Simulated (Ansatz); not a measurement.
Consider the following.

```yaml
crystal:
  lattice:
    - [3.89141, -0.08833, 0.00000]
    - [-0.08833, 3.89141, 0.00000]
    - [0.00000, 0.00000, 3.89141]
  atoms:
    - { symbol: Sr, position: [0.00000, 0.00000, 0.00000] }
    - { symbol: Ti, position: [0.50000, 0.50000, 0.50000] }
    - { symbol: O, position: [0.00000, 0.50000, 0.50000] }
    - { symbol: O, position: [0.50000, 0.50000, 0.00000] }
    - { symbol: O, position: [0.50000, 0.00000, 0.50000] }
```

No spin polarisation.

Level of theory: PBEsol, PAW, 420 eV (Ansatz, a program for electronic structure; scalar-relativistic without spin-orbit coupling), earlier PAW set. Γ-centred 9×9×9 mesh, Fermi–Dirac width 0.05 eV.

### Question
Predict the smallest direct gap.

### Answer
1.97 eV.

### Question
Estimate the band gap.

### Answer
1.74 eV.

The cells carry an imposed strain or load. No phonon test of stability was made. The final runs are not spin-polarised. The cell was made from SrTiO3 in the cubic perovskite structure (space group Pm-3m, No. 221) by this change: tensor shear ε_xy = −2.27 %. Many cubic perovskites are stable only at high temperature; tilts and polar distortions were not tested.
